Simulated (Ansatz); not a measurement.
Base system: AlRu in the CsCl type structure (space group Pm-3m, No. 221; relaxed with 0.1 eV smearing).

```yaml
crystal:
  lattice:
    - [2.97703, 0.00000, 0.00000]
    - [0.00000, 2.97703, 0.00000]
    - [0.00000, 0.00000, 2.97703]
  atoms:
    - { symbol: Al, position: [0.50000, 0.50000, 0.50000] }
    - { symbol: Ru, position: [0.00000, 0.00000, 0.00000] }
```

Cartesian axes are those of the cell as printed.

Method: PBEsol (Ansatz, a quantum-chemistry and plane-wave program, PAW, no spin-orbit coupling).

Before the change:

```
Property                        Result
-----------------------------  -------
Pressure                       0.0 GPa
Shortest interatomic distance  2.578 Å
```

One thing is altered: the cell is stretched by 2.00 % along z with no lateral relaxation; the atoms relax in the strained cell.

Estimate the effect on the pressure, shortest interatomic distance and energy relative to the base.

The pressure (mean of the normal stresses, compression positive) goes from zero to -4.1 GPa; the shortest interatomic distance rises by 0.017 Å (2.578 Å → 2.595 Å); the energy increases by 5.3 meV/atom.

Whether these cells are dynamically stable was not tested. The final runs are not spin-polarised.
